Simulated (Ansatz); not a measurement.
Results of r²SCAN-D4 (PAW; Ansatz, a program for electronic structure) for FeBr3 (R-3, No. 148; cell taken from a computed entry).

Run with plane-wave cutoff 500 eV, 8×8×8 k mesh, gaussian smearing 0.02 eV, spin-polarised start, scalar-relativistic PAW data made under PBE.

Cell (relaxed at this level):

```
CELL_PARAMETERS angstrom
      3.21734     1.85753     6.21834
     -3.21734     1.85753     6.21834
      0.00000    -3.71507     6.21834
ATOMIC_POSITIONS crystal
  Fe 0.33360 0.33360 0.33360
  Fe 0.66640 0.66640 0.66640
  Br 0.72431 0.43339 0.07791
  Br 0.27569 0.56661 0.92209
  Br 0.07791 0.72431 0.43339
  Br 0.92209 0.27569 0.56661
  Br 0.43339 0.07791 0.72431
  Br 0.56661 0.92209 0.27569
```

Question: Give the computed band gap.

Answer: 
- band gap = 0.94 eV (on the SCF k mesh)

Note: the magnetic order was assumed, not searched for or taken from measurement; a magnet's gap depends somewhat on the PAW data; the relaxation could not lower the start's symmetry, so the cell can be a saddle point above a distorted one.

Spin–orbit coupling is not included.

Computed values are for the static lattice.
